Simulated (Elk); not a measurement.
Band structure of Sr2CdAu3 (Cm, 6 atoms in the cell).

```
CELL_PARAMETERS angstrom
      5.60694    -2.43718     0.00000
      5.60694     2.43718     0.00000
     -5.12001     0.00000     5.72055
ATOMIC_POSITIONS crystal
  Sr 0.54445 0.54445 0.80042
  Sr 0.45426 0.45426 0.20499
  Cd 0.16590 0.16590 0.60156
  Au 0.84183 0.84183 0.39084
  Au 0.83258 0.83258 0.79222
  Au 0.16099 0.16099 0.20996
```

Level of theory: LDA (PW92), all-electron FP-LAPW, Elk's shipped species files, default APW+lo basis (Elk).

Settings: stype = 0; swidth = 0.00183747 Ha; ngridk = 4 4 3; rmtscf = 0.9; maxscl = 100.

The starting cell comes from a database of computed structures (which also holds hypothetical and non-ambient phases and stackings), without a prior relaxation at this level. Its lattice was rescaled by a random factor within 2.5 % of one. Spin-orbit coupling is off. Values depend on the basis (sphere radii, cutoffs, local orbitals), which need not be converged.

Levels in eV from the Fermi level, bands 62 to 69:
```json
[
 {"point": "X", "62": "-3.45", "63": "-3.41", "64": "-1.00", "65": "-0.66", "66": "0.52", "67": "0.66", "68": "1.59", "69": "1.73"},
 {"point": "Γ", "62": "-3.24", "63": "-2.37", "64": "-1.78", "65": "0.04", "66": "0.16", "67": "0.33", "68": "0.83", "69": "1.26"},
 {"point": "Y", "62": "-3.39", "63": "-3.31", "64": "-0.96", "65": "-0.43", "66": "0.41", "67": "0.61", "68": "1.68", "69": "1.68"}
]
```

Bands cross the Fermi level along this path, so the cell is metallic at this level.
